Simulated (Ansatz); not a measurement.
Take BaO in the rock salt structure (space group Fm-3m, No. 225) as the base.

```
CELL_PARAMETERS angstrom
      0.00000     2.74482     2.74482
      2.74482     0.00000     2.74482
      2.74482     2.74482     0.00000
ATOMIC_POSITIONS crystal
  O  0.00000 0.00000 0.00000
  Ba 0.50000 0.50000 0.50000
```

All numbers come from PBEsol/PAW in Ansatz (an electronic-structure program), no spin-orbit coupling.

For the base:

Width of the top valence band: 1.63 eV
Band gap: 1.84 eV

Modification: cell and atoms relaxed at a pressure of 9 GPa.

Question: Predict the new width of the top valence band.

Answer: The width of the top valence band grows by 0.51 eV, from 1.63 eV to 2.14 eV.

Question: What does the calculation give for the band gap after the change?

Answer: The band gap falls by 0.41 eV (1.84 eV → 1.43 eV).

Load acts through the strain it causes; cell and atoms are relaxed under it. Whether these cells are dynamically stable was not tested. No other phases were tried under pressure.
